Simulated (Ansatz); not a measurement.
The starting structures come from a database of crystals and need not be the phases stable at ambient conditions.

Input:

```
CELL_PARAMETERS angstrom
      6.50372     0.00000     0.00000
      3.25186     7.91138     0.00000
      0.00000     2.67326     5.92892
ATOMIC_POSITIONS crystal
  Sr 0.00000 0.00000 0.00000
  Sr 0.75000 0.50000 0.25000
  Zn 0.25000 0.50000 0.75000
  Zn 0.50000 0.00000 0.50000
  Cl 0.73666 0.83764 0.32272
  Cl 0.58964 0.33764 0.98666
  Cl 0.42570 0.83764 0.83964
  Cl 0.07272 0.33764 0.67570
  Cl 0.01334 0.66236 0.92728
  Cl 0.16036 0.16236 0.26334
  Cl 0.32430 0.66236 0.41036
  Cl 0.67728 0.16236 0.57430
```

Space group of this cell: I4_1/a. The cell is taken as given.

Transport runs along the normal of the first two printed cell vectors, the (101) plane of the conventional cell.

No gap correction and no spin-orbit coupling; mid-gap values are interpolated between computed energies.

Problem. Predict the band gap and the smallest decay constant κ at mid-gap from r2SCAN (Ansatz, a first-principles code).

Solution. Gap 5.19 eV on a 6×6×6 mesh; κ = 0.359 1/Å, at the zone centre.
